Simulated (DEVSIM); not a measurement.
Device: W/SiO2/n-Ge capacitor, at 300 K.

```csv
layer (left to right),material,thickness (nm),Nd (cm⁻³)
1,SiO2,2.00,-
2,Ge,5200,1.3e16
```

Metal gate on the left, work function 4.6 eV. Fixed charge at the semiconductor interface -1.6e11 cm⁻² (in units of +e); no interface traps.

This is a model device: material constants are rounded textbook-type values typed into the input, and sizes, dopings and lifetimes were drawn at random. Values at 300 K.

| parameter | SiO2 | Ge |
|---|---|---|
| gap (eV) | 9 | 0.664 |
| affinity (eV) | 0.9 | 4 |
| permittivity | 3.9 | 16 |
| Nc (cm⁻³) | - | 1.04e19 |
| Nv (cm⁻³) | - | 6e18 |

DEVSIM, 1D Poisson equation in equilibrium, Boltzmann statistics, complete ionisation; no quantum confinement or tunnelling. Metal contacts follow the ideal Schottky-Mott rule: no Fermi-level pinning, no interface dipoles.

Tabulate band edges, carrier densities and field at 0.2 V on the gate.

Energies count from the Fermi level of the right contact; mesh points crowd at the junctions.

```tsv
x (μm)	Ec (eV)	Ev (eV)	n (cm⁻³)	p (cm⁻³)	field (V/cm)
0.000	3.500	-5.500	< 1e2	< 1e2	-24000
0.0008191	3.498	-5.502	< 1e2	< 1e2	-24000
0.001599	3.496	-5.504	< 1e2	< 1e2	-24000
0.002524	0.394	-0.270	2.5e12	1.7e14	-24000
0.005341	0.387	-0.277	3.3e12	1.3e14	-24000
0.01065	0.375	-0.289	5.2e12	8.3e13	-23000
0.02152	0.351	-0.313	1.3e13	3.3e13	-21000
0.05800	0.284	-0.380	1.8e14	2.4e12	-16000
0.1213	0.211	-0.453	2.9e15	1.5e11	-7400
0.2547	0.175	-0.489	1.2e16	3.6e10	-480
0.5359	0.173	-0.491	1.3e16	3.4e10	≈ 0
1.480	0.173	-0.491	1.3e16	3.4e10	≈ 0
3.007	0.173	-0.491	1.3e16	3.4e10	≈ 0
4.196	0.173	-0.491	1.3e16	3.4e10	≈ 0
4.826	0.173	-0.491	1.3e16	3.4e10	≈ 0
5.030	0.173	-0.491	1.3e16	3.4e10	≈ 0
5.121	0.173	-0.491	1.3e16	3.4e10	≈ 0
5.164	0.173	-0.491	1.3e16	3.4e10	≈ 0
5.189	0.173	-0.491	1.3e16	3.4e10	≈ 0
5.197	0.173	-0.491	1.3e16	3.4e10	≈ 0
5.200	0.173	-0.491	1.3e16	3.4e10	≈ 0
5.202	0.173	-0.491	1.3e16	3.4e10	≈ 0
```
